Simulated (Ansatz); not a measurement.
**Hypothetical zinc blende BiB, pressure series**

Consider BiB in the zinc blende structure (space group F-43m, No. 216; a = 5.491 Å; a hypothetical phase, not in the database extracts checked).

Cell and atoms are relaxed at each pressure.

Computed with DFT with r2SCAN, PAW potentials and a 500 eV plane-wave cutoff in Ansatz (a first-principles code), scalar-relativistic without spin-orbit coupling.

Computed cases, in order: pressure −2 GPa; pressure −1 GPa; 0 GPa (base); pressure 1.8 GPa; pressure 4.2 GPa; pressure 9 GPa; pressure 18 GPa; pressure 30 GPa; pressure 45 GPa; pressure 60 GPa.

Problem. Between which two neighbouring cases does the gap turn between direct and indirect?

Solution. Between pressure 1.8 GPa (0.55 eV, direct at Γ) and pressure 4.2 GPa (0.71 eV, indirect, Γ → L). The whole series: pressure −2 GPa: 0.17 eV, direct at Γ; pressure −1 GPa: 0.28 eV, direct at Γ; 0 GPa (base): 0.39 eV, direct at Γ; pressure 1.8 GPa: 0.55 eV, direct at Γ; pressure 4.2 GPa: 0.71 eV, indirect, Γ → L; pressure 9 GPa: 0.79 eV, indirect, Γ → Γ–X (80 % along); pressure 18 GPa: 0.75 eV, indirect, Γ → a point along ⟨100⟩, about 1.0 Å⁻¹ from Γ; pressure 30 GPa: 0.71 eV, indirect, Γ → a point along ⟨100⟩, about 1.0 Å⁻¹ from Γ; pressure 45 GPa: 0.67 eV, indirect, Γ → a point along ⟨100⟩, about 1.0 Å⁻¹ from Γ; pressure 60 GPa: 0.64 eV, indirect, Γ → Γ–X (76 % along).

With Bi present, leaving out spin-orbit coupling can change the band edges. Load acts through the strain it causes; cell and atoms are relaxed under it. No phonon test of stability was made. Competing high-pressure phases were not computed. The zero or small gap of BiB under pressure −2 GPa and BiB under pressure −1 GPa can change with the level of theory.
